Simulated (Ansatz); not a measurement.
Ru_Cu in fcc Cu (start: the Cu site; 32-site cell, 6×6×6 shifted sampling), host crystal and elements as references (Δμ(Cu) = 0.00 eV, Δμ(Ru) = 0.00 eV; Ru taken from its element, since no compound that bounds it was computed at this level; only phases computed here count, gases as isolated molecules at 0 K). The numbers are results of PBE, PAW (plane waves to 420 eV; Ansatz, a quantum-chemistry and plane-wave program), not measurements. In charge state 0 (not spin-polarised) the formation energy is 0.99 eV. The crystal has 8.36 × 10^22 Cu sites per cm³.

**Question.** Estimate the equilibrium concentration at 1100 K in the dilute limit, leaving out vibrational entropy and degeneracy.

**Answer.** kT = 0.0948 eV; c = N exp(−E_f / kT) = 8.36 × 10^22 × exp(−10.4) ≈ 2 × 10^18 cm^-3. An error of 0.2 eV in E_f moves this by a factor of 8.
